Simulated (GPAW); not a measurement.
# GPAW run on MnO (Fm-3m, 4 atoms in the cell): self-consistent single point

Method: PBE, GPAW PAW datasets PBE (gpaw-data 1.0.1) (plane waves; GPAW 25.7.0).

The input file:

```python
from ase import Atoms
from ase.units import GPa
from gpaw import GPAW, PW, FermiDirac

atoms = Atoms(['Mn', 'Mn', 'O', 'O'],
              cell=[[4.395600, 2.197800, 2.197800],
                    [2.197800, 4.395600, 2.197800],
                    [2.197800, 2.197800, 4.395600]],
              positions=[[0.000000, 0.000000, 0.000000],
                         [4.395600, 4.395600, 4.395600],
                         [2.197800, 2.197800, 2.197800],
                         [6.593400, 6.593400, 6.593400]],
              pbc=True)

atoms.set_initial_magnetic_moments([5.0, -5.0, 0.0, 0.0])

calc = GPAW(spinpol=True,
            mode=PW(950),
            xc='PBE',
            kpts=(7, 7, 7),
            occupations=FermiDirac(0.01),
            nbands=-4,
            convergence={'forces': 0.001, 'bands': -2},
            symmetry={'symmorphic': False, 'tolerance': 0.0005},
            maxiter=100)

atoms.calc = calc

energy = atoms.get_potential_energy()
print('Energy (eV):', round(energy, 6))
forces = atoms.get_forces()
print('Forces (eV/Ang):')
print(forces.round(5))
stress = atoms.get_stress()
print('Stress (GPa, Voigt):', (stress / GPa).round(4))
```

Output (repeated stretches shortened):

```
Input parameters:
  convergence: {bands: -2,
                forces: 0.001}
  kpts: [7 7 7]
  maxiter: 100
  mode: {ecut: 950.0,
         name: pw}
  nbands: -4
  occupations: {fixmagmom: False,
                name: fermi-dirac,
                width: 0.01}
  spinpol: True
  symmetry: {symmorphic: False,
             tolerance: 0.0005}
  xc: PBE

species:
  Mn:
    name: Manganese
    Z: 25.0
    valence: 15
    core: 10
    charge: 0.0
    file: Mn.PBE.gz

    # Using partial waves for Mn as LCAO basis

  O:
    name: Oxygen
    Z: 8.0
    valence: 6
    core: 2
    charge: 0.0
    file: O.PBE.gz

    # Using partial waves for O as LCAO basis

Reference energy: -67109.880748  # eV

Spin-polarized calculation.
Initial magnetic moment: 0.000000

Convergence criteria:
 Maximum [total energy] change in last 3 cyles: 0.0005 eV / valence electron
 Maximum integral of absolute [dens]ity change: 0.0001 electrons / valence electron
 Maximum integral of absolute [eigenst]ate change: 4e-08 eV^2 / valence electron
 Maximum change in the atomic [forces] across last 2 cycles: 0.001 eV/Ang OR
Maximum error relative to the maximum force is below inf
 Maximum number of scf [iter]ations: 100

Symmetries present (total): 12
Symmetries with fractional translations: 0
343 k-points: 7 x 7 x 7 Monkhorst-Pack grid
44 k-points in the irreducible part of the Brillouin zone
       k-points in crystal coordinates                weights
   0:     0.00000000    0.00000000    0.00000000          1/343
   1:     0.14285714    0.00000000   -0.14285714          6/343
   2:     0.14285714    0.00000000    0.00000000          6/343
   [... 7 lines left out ...]
          ...
  43:     0.42857143    0.42857143    0.42857143          2/343

Wave functions: Plane wave expansion
  Cutoff energy: 950.000 eV
  Number of coefficients (min, max): 2801, 2843
  Pulay-stress correction: 0.000000 eV/Ang^3 (de/decut=0.000000)

Occupation numbers: Fermi-Dirac:
  width: 0.0100  # eV

Eigensolver

Densities:
  Coarse grid: 40*40*40 grid
  Fine grid: 80*80*80 grid
  Total Charge: 0.000000

Density mixing:
  Method: difference
  Backend: pulay
  Linear mixing parameter: 0.05
  old densities: 5
  Damping of long wavelength oscillations: 50

Hamiltonian:
  XC and Coulomb potentials evaluated on a 80*80*80 grid
  External potential:
    NoExternalPotential

XC parameters: PBE with 2 nearest neighbor stencil

Number of atoms: 4
Number of atomic orbitals: 34
Number of bands in calculation: 25
Number of valence electrons: 42
Bands to converge: 23

Density initialized from atomic densities
  25 bands from LCAO basis set

Atomic positions and initial magnetic moments

Positions:
   0 Mn     0.000000    0.000000    0.000000    ( 0.0000,  0.0000,  5.0000)
   1 Mn     4.395600    4.395600    4.395600    ( 0.0000,  0.0000, -5.0000)
   2 O      2.197800    2.197800    2.197800    ( 0.0000,  0.0000,  0.0000)
   3 O      6.593400    6.593400    6.593400    ( 0.0000,  0.0000,  0.0000)

Unit cell:
           periodic     x           y           z      points  spacing
  1. axis:    yes    4.395600    2.197800    2.197800    40     0.0663
  2. axis:    yes    2.197800    4.395600    2.197800    40     0.0663
  3. axis:    yes    2.197800    2.197800    4.395600    40     0.0663

  Lengths:   5.383489   5.383489   5.383489
  Angles:   33.557310  33.557310  33.557310

Effective grid spacing dv^(1/3) = 0.0872

     iter     time        total  log10-change:         magmom
                         energy   eigst   dens  force
iter:   1 --:--:--   -36.200698   +0.61                  +0.0000
iter:   2 --:--:--   -35.802503   -0.34  -1.13           -0.0000
iter:   3 --:--:--   -34.653449   -0.44  -1.19           -0.0000
iter:   4 --:--:--   -34.721643   -0.62  -1.47           -0.0000
iter:   5 --:--:--   -34.758989   -0.62  -1.70           -0.0000
iter:   6 --:--:--   -34.859235   -1.14  -2.00           -0.0000
iter:   7 --:--:--   -34.901182   -1.46  -1.81           -0.0000
iter:   8 --:--:--   -34.601301   -0.94  -1.83           -0.0000
iter:   9 --:--:--   -34.613957   -1.45  -2.64           -0.0000
iter:  10 --:--:--   -34.618020c  -2.34  -3.22           -0.0000
iter:  11 --:--:--   -34.618184c  -2.93  -3.24           -0.0000
iter:  12 --:--:--   -34.618249c  -3.32  -3.58           -0.0000
iter:  13 --:--:--   -34.619260c  -3.08  -3.61           -0.0000
iter:  14 --:--:--   -34.618300c  -3.65  -3.10           -0.0000
iter:  15 --:--:--   -34.617907c  -3.74  -3.69           -0.0000
iter:  16 --:--:--   -34.618361c  -3.91  -3.70           -0.0000
iter:  17 --:--:--   -34.618393c  -4.51  -3.86           -0.0000
iter:  18 --:--:--   -34.618375c  -5.52  -3.94           -0.0000
iter:  19 --:--:--   -34.618357c  -4.72  -4.04c          -0.0000
iter:  20 --:--:--   -34.618353c  -5.31  -4.12c          -0.0000
iter:  21 --:--:--   -34.618688c  -3.73  -4.21c          -0.0000
iter:  22 --:--:--   -34.618425c  -3.62  -3.42           -0.0000
iter:  23 --:--:--   -34.618352c  -4.85  -3.76           -0.0000
iter:  24 --:--:--   -34.618353c  -5.72  -4.72c          -0.0000
iter:  25 --:--:--   -34.618353c  -6.72  -4.57c          -0.0000
iter:  26 --:--:--   -34.618352c  -6.76  -4.50c          -0.0000
iter:  27 --:--:--   -34.618353c  -7.42c -4.62c          -0.0000
iter:  28 --:--:--   -34.618355c  -6.10  -4.60c          -0.0000
iter:  29 --:--:--   -34.618353c  -6.56  -4.29c          -0.0000
iter:  30 --:--:--   -34.618352c  -6.19  -4.47c          -0.0000
iter:  31 --:--:--   -34.618353c  -6.63  -4.83c          -0.0000
iter:  32 --:--:--   -34.618352c  -6.92  -4.86c          -0.0000
iter:  33 --:--:--   -34.618352c  -7.50c -4.76c -11.03c   -0.0000

Converged after 33 iterations.

Dipole moment: (0.000000, 0.000000, 0.000000) |e|*Ang

Total magnetic moment: (0.000000, 0.000000, -0.000000)
Local magnetic moments:
   0 Mn ( 0.000000,  0.000000,  4.204813)
   1 Mn ( 0.000000,  0.000000, -4.204813)
   2 O  ( 0.000000,  0.000000,  0.000000)
   3 O  ( 0.000000,  0.000000,  0.000000)

Energy contributions relative to reference atoms: (reference = -67109.880748)

Kinetic:        +51.307090
Potential:      -44.015738
External:        +0.000000
XC:             -42.532318
Entropy (-ST):   -0.000000
Local:           +0.622613
SIC:             +0.000000
--------------------------
Free energy:    -34.618352
Extrapolated:   -34.618352

Spin contamination: 4.483834 electrons
Showing only first 2 kpts
                      Up                     Down
 Kpt  Band  Eigenvalues  Occupancy  Eigenvalues  Occupancy
  0    19      7.27542    1.00000      7.27542    1.00000
  0    20      7.27542    1.00000      7.27542    1.00000
  0    21      8.86148    0.00000      8.86148    0.00000
  0    22     10.15690    0.00000     10.15690    0.00000

  1    19      7.41450    1.00000      7.41450    1.00000
  1    20      7.89462    1.00000      7.89462    1.00000
  1    21      9.91632    0.00000      9.91632    0.00000
  1    22     10.03431    0.00000     10.03431    0.00000

Fermi level: 8.48148

Gap: 0.902 eV
Transition (v -> c):
  (s=1, k=43, n=20, [0.43, 0.43, 0.43]) -> (s=1, k=0, n=21, [0.00, 0.00, 0.00])
Direct/indirect transitions are different
Direct gap: 1.268 eV
Transition at: (s=1, k=25, n=20, [0.43, 0.00, 0.00])
Energy (eV): -34.618352

Forces in eV/Ang:
  0 Mn    0.00000   -0.00000    0.00000
  1 Mn    0.00000   -0.00000   -0.00000
  2 O     0.00000    0.00000    0.00000
  3 O    -0.00000   -0.00000   -0.00000

Stress tensor:
    -0.041872     0.013606     0.013606
     0.013606    -0.041872     0.013606
     0.013606     0.013606    -0.041872
Stress (GPa, Voigt): [-6.7086 -6.7086 -6.7086  2.1799  2.1799  2.1799]
```

The run converged in 33 iterations. GPAW prints stress with tension positive.

At such cutoffs GPAW's stress carries a finite-basis (Pulay) error, which enters relaxed cells too; its log prints stress with tension positive.

The starting cell has typed, rounded lattice constants, without a prior relaxation at this level. Its lattice was rescaled by a random factor within 2.5 % of one. The magnetic order is the one reached from the typed start; others were not searched systematically.

Cost on one core of a shared machine: roughly 5 min.
